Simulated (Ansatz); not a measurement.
Ansatz (a quantum-chemistry and plane-wave program) run on Sr3Ca (Pm-3m, 4 atoms in the cell): relaxation of cell and atoms.

Level of theory: PBEsol, PAW files made with PBE (plane waves; Ansatz).

```
Sr3Ca
1.0
    5.98875     0.00000     0.00000
    0.00000     5.98875     0.00000
    0.00000     0.00000     5.98875
Sr Ca
3 1
Direct
  0.00000   0.50000   0.50000
  0.50000   0.00000   0.50000
  0.50000   0.50000   0.00000
  0.00000   0.00000   0.00000
```

Reference input (self-consistent single point, DFT, PBEsol, plane waves, PAW files made with PBE): kpoints.mp_grid.grid = 4 4 4; hamiltonian.xc = pbesol; hamiltonian.pseudopotentials = {kind: paw} (the program's default PAW files); scf.occupations.method = gaussian; scf.occupations.width = 0.136 eV. This run's input differs from it in these lines:

```diff
@@ -23,2 +23,4 @@
     width: 0.136
+relax:
+  cell: {}
 output:
```

Log, with long lists cut:

```
   [... SCF lines of the steps left out ...]
relax step   1: F+E_penalty+E_count = -12270.37358484 eV  Δ(F+E_penalty+E_count) = +0.000e0 eV  max|allowed force component| = 8.322e-29 eV/Å  Δτ_max = 0.0000 Å  P = -1.020 GPa  Ω = 214.787 Å³  (7 SCF iters, dr2 threshold 1.00e-7 eV, accepted)
relax step   2: F+E_penalty+E_count = -12270.41081630 eV  Δ(F+E_penalty+E_count) = -3.723e-2 eV  max|allowed force component| = 2.044e-29 eV/Å  Δτ_max = 0.0000 Å  P = -0.676 GPa  Ω = 207.802 Å³  energy of the carried Pulay correction = +6.630e-5 eV  [...]
   [... lines left out ...]
relax step   4: F+E_penalty+E_count = -12270.43579477 eV  Δ(F+E_penalty+E_count) = -2.623e-4 eV  max|allowed force component| = 4.142e-30 eV/Å  Δτ_max = 0.0000 Å  P = -0.005 GPa  Ω = 196.544 Å³  energy of the carried Pulay correction = +1.779e-4 eV  [...]
relax step   5: F+E_penalty+E_count = -12270.43562489 eV  Δ(F+E_penalty+E_count) = +1.699e-4 eV  max|allowed force component| = 5.374e-30 eV/Å  Δτ_max = 0.0000 Å  P = -0.005 GPa  Ω = 196.544 Å³  stress off target by 5.06e-3 GPa  SCF on the basis [...]
basis re-selected at this cell: Δ(F+E_penalty+E_count) = +1.699e-4 eV, ΔP = -0.000 GPa vs the last step
the relaxation is at rest under the 48 symmetry operations that the run kept from its start: a minimum is not shown …
Stability not checked: this state was not tested for a lower state beside it, because too few of the mixer's solves of this state at the end of the SCF gave a …
Free energy (F): -12270.435625 eV
Internal energy: -12270.391856 eV  (E = F + TS)
   [... lines left out ...]
Fermi energy:    5.313860 eV
  cell:  # Å, volume = 196.5444 Å³
   [... lines left out ...]
    - [8.345696425678021e-34, -1.2839532962581572e-34, 5.814158738434484]
  atoms:
    - { symbol: Sr, position: [-5.426853318468352e-35, 0.5, 0.5] }
    - { symbol: Sr, position: [0.5, 1.1724683094847237e-35, 0.5] }
    - { symbol: Sr, position: [0.5, 0.5, -1.6749547279409958e-36] }
    - { symbol: Ca, position: [9.848733800430846e-35, 9.044755530888445e-36, 2.344936619101308e-36] }
```

The run converged. 

Summary of the result:
```
Property                                                                           Result
-----------------------------------------------  ----------------------------------------
Free energy E − TS (on the zero of these files)                            -12270.4356 eV
Fermi level (on the code's own zero)                                              5.31 eV
Pressure                                                                        -0.01 GPa
Final cell                                       a = b = c = 5.8142 Å, α = β = γ = 90.00°
Final volume per atom                                                            49.14 Å³
Relaxation steps                                                                        5
```

The starting cell comes from a database of computed structures (which also holds hypothetical and non-ambient phases and stackings), without a prior relaxation at this level. The relaxation keeps the symmetry of its start, so its end need not be a minimum. Ansatz's pressure includes its estimate of the finite-basis (Pulay) stress.

Keys are those of Ansatz 0.2.
